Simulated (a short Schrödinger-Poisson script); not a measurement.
System: gated Al0.3Ga0.7As/GaAs modulation-doped gas in a quantum well, at 300 K.

```csv
layer,material,thickness (nm),Nd (cm⁻³),Na (cm⁻³)
1,Al0.3Ga0.7As,20,-,-
2,Al0.3Ga0.7As,20,5.5e17,-
3,Al0.3Ga0.7As,20,-,-
4,GaAs,8,-,-
5,Al0.3Ga0.7As,4000,-,7e14
```

The device is made up for the run: typed textbook-type constants, with dimensions and the other settings drawn at random. Al0.3Ga0.7As: permittivity 12.05, conduction-band edge (eV) 0.237, gap (eV) 1.798, electron mass (mₑ) 0.0919, Nv at 300 K (cm⁻³) 9e18. GaAs: permittivity 12.9, conduction-band edge (eV) 0, gap (eV) 1.424, Nv at 300 K (cm⁻³) 9e18.

Channel valleys (confinement mass, in-plane density-of-states mass, number): Γ 0.067, 0.067, 1. At the gate the conduction-band edge of layer 1 lies 0.99 eV − eVg above the Fermi level of the channel; the field vanishes at the back. The barrier under the gate holds no holes. Gaps are held at their typed values at every temperature. Mesh 0.08 nm at interfaces.

Solved with a short Schrödinger-Poisson script written for these runs: 1D Poisson equation in equilibrium, electrons quantum, Hartree plus LDA exchange-correlation (BenDaniel-Duke, 40 states a valley, the channel's in-plane mass for all, wave functions free to enter the barrier), parabolic valleys, classical holes, full ionisation, no traps, pinning or gate leakage.

The same stack at other levels of the model or other numerical settings:

```
run                                          sheet density of all electrons at Vg = 0.5 V (cm⁻²)  capacitance at Vg = 0.5 V (μF/cm²)  centroid of the channel electrons at Vg = 0.5 V (nm)  gate voltage at 1e11 electrons/cm² (V)  rough cost against the base
-------------------------------------------  ---------------------------------------------------  ----------------------------------  ----------------------------------------------------  --------------------------------------  ---------------------------
base                                                                                     1.54e11                               0.150                                                  3.84                                    0.44                      about 1
electrons treated as classical, Boltzmann                                                1.70e11                                   ?                                                  3.48                                    0.42                         0.03
electrons treated as classical, Fermi-Dirac                                              1.66e11                               0.149                                                     ?                                    0.43                          0.1
electrons treated as quantum, Hartree                                                    1.47e11                               0.147                                                  3.84                                    0.45                          0.7
mesh six times as coarse                                                                 1.53e11                               0.150                                                  3.83                                    0.44                          0.2
one subband a valley                                                                     1.52e11                                   ?                                                  3.84                                    0.44                          0.2
```

Some entries are withheld; supply them.


- electrons treated as classical, Boltzmann, capacitance at Vg = 0.5 V (μF/cm²): 0.153
- electrons treated as classical, Fermi-Dirac, centroid of the channel electrons at Vg = 0.5 V (nm): 3.56
- one subband a valley, capacitance at Vg = 0.5 V (μF/cm²): 0.145

The classical rows ignore confinement, and Boltzmann statistics overrate the density once the band edge passes the Fermi level.
